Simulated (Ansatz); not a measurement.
Here is the system:

```
AlTi3C2
1.0
    3.05058     0.00000     0.00000
   -1.52529     2.64188     0.00000
    0.00000     0.00000    18.50104
Ti Al C
6 2 4
Direct
  0.66667   0.33333   0.37314
  0.33333   0.66667   0.62686
  0.33333   0.66667   0.87314
  0.66667   0.33333   0.12686
  0.00000   0.00000   0.50000
  0.00000   0.00000   0.00000
  0.00000   0.00000   0.75000
  0.00000   0.00000   0.25000
  0.33333   0.66667   0.43083
  0.66667   0.33333   0.56917
  0.66667   0.33333   0.93083
  0.33333   0.66667   0.06917
```

Calculation: PBEsol, DFPT electron-phonon coupling, linearised Boltzmann equation (plane waves, PAW, scalar-relativistic; Ansatz, a first-principles code). Cell: relaxed with this functional, without spin-orbit coupling.

Question: Estimate the phonon-limited resistivity at 273 K, by direction if it differs.

Answer: 10.2 (x), 10.2 (y), 55 (z) μΩ·cm.

Question: How long is the mean free path there?

Answer: 15.1 (x), 15.1 (y), 12.1 (z) nm, weighted by the current that each state carries. Wires not much wider than this gain resistivity from their walls.

A metal at this level (no band gap). Only scattering by harmonic phonons is included (no impurities, grain boundaries, electron-electron scattering or thermal expansion). Spin-orbit coupling is left out. Halving the electron mesh (32x32x8) moves the resistivity by up to 14 % at 273 K, the mean free path by up to 9 %. Smearing 0.20 eV; phonons on a 5x5x1 q mesh, which this run doesn't test.

Formula and space group known from diffraction (Crystallography Open Database), not checked to be the room-temperature form: Ti3AlC2 (P6_3/mmc).
